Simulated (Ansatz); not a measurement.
# Rock-salt GaN (model structure) (like a known high-pressure phase)

The numbers are results of r²SCAN-D4 (Ansatz, an electronic-structure program, PAW), not measurements.

Numerical settings: plane-wave cutoff 500 eV, 16×16×16 k mesh, Fermi–Dirac smearing 0.05 eV, scalar-relativistic PAW data made under PBE.

Cell (relaxed at this level):

Space group Fm-3m (No. 225); a = 4.202 Å, b = 4.202 Å, c = 4.202 Å, α = 90.00°, β = 90.00°, γ = 90.00°

```tsv
atom	site	symmetry	x	y	z
Ga	4a	m-3m	0.0000	0.0000	0.0000
N	4b	m-3m	0.5000	0.5000	0.5000
```
(The calculation used a cell of 2 atoms; values per cell refer to that cell.)

```yaml
band_gap: 1.24 eV (on the SCF k mesh)
```

Spin–orbit coupling is not included.

Computed values are for the static lattice.

A model structure was made by putting elements into a prototype or built by hand; it is no filed structure, need not be a known phase, and can be a saddle point held by its symmetry.
